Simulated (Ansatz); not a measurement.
## Short convergence ladders for a (001) slab of SrHI (cut from a parent of space group no. 129; 6 atoms in the cell)

```yaml
crystal:
  lattice:
    - [4.30244, 0.00000, 0.00000]
    - [0.00000, 4.30244, 0.00000]
    - [0.00000, 0.00000, 19.75311]
  atoms:
    - { symbol: Sr, position: [0.00000, 0.50000, 0.56684] }
    - { symbol: Sr, position: [0.50000, 0.00000, 0.43316] }
    - { symbol: H, position: [0.50000, 0.50000, 0.50000] }
    - { symbol: H, position: [0.00000, 0.00000, 0.50000] }
    - { symbol: I, position: [0.00000, 0.50000, 0.35437] }
    - { symbol: I, position: [0.50000, 0.00000, 0.64563] }
```

Base method: PBEsol, default PAW files made with PBE (plane waves; Ansatz, a program for electronic structure).

Base settings: basis.ecutwfc = 420 eV; kpoints.mp_grid.grid = 5 5 1; hamiltonian.xc = pbesol; hamiltonian.pseudopotentials = {kind: paw} (the program's default PAW files); scf.occupations.method = fermi_dirac; scf.occupations.width = 0.05 eV.

The count of work is k-points × plane waves × bands × iterations; it is no time. 

**The vacuum**

The mesh stays at the base's, so the ladder's end is converged at best in this setting alone.

Only quantities that move along the ladder and can be compared are tabulated.

| vacuum between outermost atoms (Å) | free energy less the last step's (meV/atom) | largest difference of a force vector from the last step's (eV/Å) | gap on the mesh (eV) | count of work / last |
|---|---|---|---|---|
| 3.0 | -6.34 | 0.082 | 3.805 | 0.24 |
| 4.0 | -4.89 | 0.022 | 3.919 | 0.27 |
| 5.0 | -2.08 | 0.008 | 3.894 | 0.30 |
| 6.0 | -0.87 | 0.003 | 3.865 | 0.33 |
| 7.0 | -0.31 | 0.001 | 3.853 | 0.31 |
| 8.0 | -0.10 | 0.000 | 3.849 | 0.33 |
| 10.0 | -0.01 | 0.000 | 3.847 | 0.38 |
| 12.0 | 0.00 | 0.000 | 3.847 | 0.43 |
| 14.0 | 0.00 | 0.000 | 3.847 | 0.47 |
| 17.0 | 0.00 | 0.000 | 3.847 | 0.55 |
| 20.0 | 0.00 | 0.000 | 3.847 | 0.62 |
| 25.0 | 0.00 | 0.000 | 3.847 | 0.87 |
| 30.0 | 0.00 | 0.000 | 3.847 | 1.0 |

Smallest vacuum between outermost atoms (Å) that holds the gap on the mesh within 0.01 eV of the last step, with all finer ones: 7.0, at 0.31 of the last step's count of work; the step before is off by 0.019 eV.

Smallest vacuum between outermost atoms (Å) that holds the forces within 0.005 eV/Å of the last step, with all finer ones: 6.0, at 0.33 of the last step's count of work; the step before is off by 0.008 eV/Å.

Smallest vacuum between outermost atoms (Å) that holds the free energy within 1 meV/atom of the last step, with all finer ones: 6.0, at 0.33 of the last step's count of work; the step before is off by 2.1 meV/atom.

**The plane-wave cutoff**

The mesh stays at the base's, so the ladder's end is converged at best in this setting alone.

Only quantities that move along the ladder and can be compared are tabulated.

| basis.ecutwfc | free energy less the last step's (meV/atom) | largest difference of a force vector from the last step's (eV/Å) | gap on the mesh (eV) | count of work / last |
|---|---|---|---|---|
| 210 eV | 2019.87 | 0.097 | 3.895 | 0.14 |
| 250 eV | 344.15 | 0.003 | 3.846 | 0.19 |
| 295 eV | 41.07 | 0.005 | 3.848 | 0.21 |
| 355 eV | 3.30 | 0.002 | 3.847 | 0.28 |
| 420 eV | 0.94 | 0.000 | 3.847 | 0.35 |
| 505 eV | 0.14 | 0.000 | 3.847 | 0.47 |
| 630 eV | 0.04 | 0.000 | 3.847 | 0.65 |
| 840 eV | 0.00 | 0.000 | 3.847 | 1.0 |

Coarsest basis.ecutwfc that holds the gap on the mesh within 0.01 eV of the last step, with all finer ones: 250 eV, at 0.19 of the last step's count of work; the step before is off by 0.048 eV.

Coarsest basis.ecutwfc that holds the free energy within 0.5 meV/atom of the last step, with all finer ones: 505 eV; the step before is off by 0.94 meV/atom.

Coarsest basis.ecutwfc that holds the forces within 0.01 eV/Å of the last step, with all finer ones: 250 eV, at 0.19 of the last step's count of work; the step before is off by 0.097 eV/Å.

On the base run: the starting cell comes from a database of computed structures (which also holds hypothetical and non-ambient phases and stackings), without a prior relaxation at this level. The slab is cut from that crystal, and its faces are unrelaxed. Its lattice was rescaled by up to half a per cent. Spin-orbit coupling is off. Spin polarisation is off, though cut faces can carry moments; a gap of a slab can lie between surface states.

Left out of this page: 1 run of the series outside the window shown, repeating another row's setting, or not comparable.

Keys are those of Ansatz 0.2.
